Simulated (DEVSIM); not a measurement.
Structure: Schottky contact on n-type β-Ga2O3, at 250 K.

Layer 1 from the left is β-Ga2O3, thickness (μm) 9.90, Nd (cm⁻³) 1.4e17, τn (s) 2e-8, τp (s) 2e-8.

Left contact: Schottky, work function 4.98 eV, emission velocity 7.8e6 cm/s. Right contact: ohmic. Voltage is applied to the left contact. Recombination: SRH at mid-gap, Auger. Mobility is μmin + (μ − μmin)/(1 + (N/Nref)^α).

This is a model device: material constants are rounded textbook-type values typed into the input, and sizes, dopings and lifetimes were drawn at random. Values at 300 K; Nc and Nv go as T^1.5, mobilities as T to minus their exponent, the gap by Varshni's rule with the affinity fixed.

β-Ga2O3: gap (eV) 4.8, affinity (eV) 4, permittivity 10, Nc (cm⁻³) 3.7e18, Nv (cm⁻³) 5e20, μn (cm²/Vs) 160, μp (cm²/Vs) 1, μn,min 20, μp,min 0.1, Nref,n 1e18, Nref,p 1e18, αn 0.8, αp 0.8, T exponent of μn 1.8, T exponent of μp 1.5, Cn (cm⁶/s) 1e-31, Cp (cm⁶/s) 1e-31, Varshni α (eV/K) 0.0004, Varshni β (K) 600.

DEVSIM, 1D drift-diffusion, Boltzmann statistics, complete ionisation; no tunnelling, impact ionisation, image-force lowering or self-heating. Metal contacts follow the ideal Schottky-Mott rule: no Fermi-level pinning, no interface dipoles.

Dark forward current:

```tsv
|V| (V)	|J| (A/cm²)
0.05	4.707e-13
0.10	5.236e-12
0.15	5.348e-11
0.20	5.416e-10
0.25	5.477e-9
0.30	5.533e-8
0.35	5.584e-7
0.40	5.627e-6
0.45	5.662e-5
0.50	0.0005684
0.55	0.005689
0.60	0.05667
0.65	0.5582
0.70	5.204
0.75	36.07
0.80	128.3
0.85	269.6
0.90	435.8
0.95	614.8
1.00	801.4
1.05	992.8
1.10	1188
1.15	1385
1.20	1584
1.25	1785
1.30	1986
```

**Question.** Work out the local ideality factor n = ΔV / (kT/q · ln(J2/J1)) between the rows 0.10 and 0.15 V, 1.25 and 1.30 V.

**Answer.** kT/q = 21.54 mV. From 0.10 to 0.15 V: ln(5.348e-11/5.236e-12) = 2.324, n = 1.00, near the 1 of diffusion or emission over a barrier. From 1.25 to 1.30 V: ln(1986/1785) = 0.107, n = 21.75; the layers' resistance at their doping, Σ W/(qμN) = 0.00023 Ω cm², would take 47 mV of this step of 50 mV.

**Question.** Estimate the current at 0.40 V for emission alone, J0 = q v N_band exp(−φB/kT), and read the barrier back from the simulated current.

**Answer.** φB = 0.980 eV, N_band = 2.81e18 cm⁻³, J0 = 6.13e-14 A/cm²; J = J0 (exp(qV/kT) − 1) = 7.11e-6 A/cm². The simulation gives 5.63e-6 A/cm²; the estimate lies 26 % above. Read backwards, the simulated current gives an apparent barrier of 0.985 eV. The estimate leaves out transport through the depletion region and minority injection.
